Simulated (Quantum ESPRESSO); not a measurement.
A user runs Quantum ESPRESSO on HfO2 (P1, 12 atoms in the cell) and asks whether the run is sound. The aim is a self-consistent single point with DFT, LDA (PZ), plane waves, GBRV 1.5 ultrasoft (LDA) pseudopotentials.

Cell that was meant: a = 5.0942 Å, b = 5.1506 Å, c = 5.2762 Å, α = 90.00°, β = 99.56°, γ = 90.00°.

Part of the input:

```fortran
    nbnd = 56
/
&electrons
    conv_thr = 1.0d-1
    mixing_beta = 0.5
/
ATOMIC_SPECIES
```

Log, with long lists cut:

```
     G-vector sticks info
     --------------------
     sticks:   dense  smooth     PW     G-vecs:    dense   smooth      PW
   [... lines left out ...]
        k(    2) = (   0.0000000   0.0000000   0.3263646), wk =   0.1481481
        k(    3) = (   0.0000000   0.3296794   0.0000000), wk =   0.1481481
   [... 11 lines left out ...]

     Dense  grid:    89053 G-vectors     FFT dimensions: (  60,  60,  60)

     Smooth grid:    31479 G-vectors     FFT dimensions: (  40,  40,  45)

     Initial potential from superposition of free atoms

     starting charge      88.0000, renormalised to      96.0000

     negative rho (up, down):  4.688E-01 0.000E+00
     Self-consistent Calculation

     iteration #  1     ecut=    40.00 Ry     beta= 0.50

     negative rho (up, down):  4.476E-01 0.000E+00

     total energy              =    -894.07592916 Ry
     estimated scf accuracy    <       3.88349948 Ry

     iteration #  2     ecut=    40.00 Ry     beta= 0.50

     negative rho (up, down):  4.499E-01 0.000E+00

     total energy              =    -894.54314320 Ry
     estimated scf accuracy    <       0.58734073 Ry

     iteration #  3     ecut=    40.00 Ry     beta= 0.50

     negative rho (up, down):  4.565E-01 0.000E+00
     End of self-consistent calculation

     highest occupied, lowest unoccupied level (ev):    10.4106   14.9688

!    total energy              =    -894.62445315 Ry
     estimated scf accuracy    <       0.03861473 Ry

     convergence has been achieved in   3 iterations

     negative rho (up, down):  4.565E-01 0.000E+00

     Forces acting on atoms (cartesian axes, Ry/au):

     atom    1 type  1   force =     0.01699091    0.01027189   -0.01033145
     atom    2 type  1   force =    -0.06955073   -0.02416935    0.04324948
     atom    3 type  1   force =    -0.07392692    0.03656038   -0.07790820
     atom    4 type  1   force =     0.09309250    0.01625797    0.00163481
     atom    5 type  2   force =     0.01109573   -0.00342151    0.03331595
   [... lines left out ...]
     Total force =     0.235503     Total SCF correction =     0.151391
   [... lines left out ...]

     negative rho (up, down):  4.565E-01 0.000E+00
          total   stress  (Ry/bohr**3)                   (kbar)     P=      -14.86
  -0.00000304   0.00010983  -0.00002138           -0.45       16.16       -3.14
   0.00010983  -0.00012315  -0.00000002           16.16      -18.12       -0.00
  -0.00002138  -0.00000002  -0.00017692           -3.14       -0.00      -26.03

   JOB DONE.
```

Is anything amiss in this input, and did it matter?

The run is not sound. The fault is a convergence threshold that is too loose. A loop that stops early leaves an energy error of second order in the density error, but errors of first order in forces and stress. To fix it, tighten the threshold. The run converged in 3 iterations without an error; against the sound input the free energy rises by 16.5 meV/atom, the pressure goes from -3.25 to -1.49 GPa, the largest force goes from 2.773 to 2.917 eV/Å and the gap on the mesh goes from 4.273 to 4.558 eV. The full log also holds: “SCF correction compared to forces is large: reduce conv_thr to get better values”.

The sound input it was made from differs as follows (other fixes are possible):
```diff
-    conv_thr = 1.0d-1
+    conv_thr = 1.0d-10
```

With that input, the run converged in 13 iterations: free energy E − TS -12172.1837 eV; top of the valence band (on the code's own zero) 10.50 eV; gap on the k-point mesh 4.27 eV; pressure -3.25 GPa; largest force (vector length) 2.773 eV/Å (DFT, LDA (PZ), plane waves, GBRV 1.5 ultrasoft (LDA) pseudopotentials).

On the sound input: the starting cell comes from a database of computed structures (which also holds hypothetical and non-ambient phases and stackings), without a prior relaxation at this level. Its atoms were displaced at random from the sites of space group no. 14. Spin-orbit coupling is off. With a pressure of about -3 GPa the cell is away from its equilibrium volume at this level. Forces in this geometry exceed 1 eV/Å.
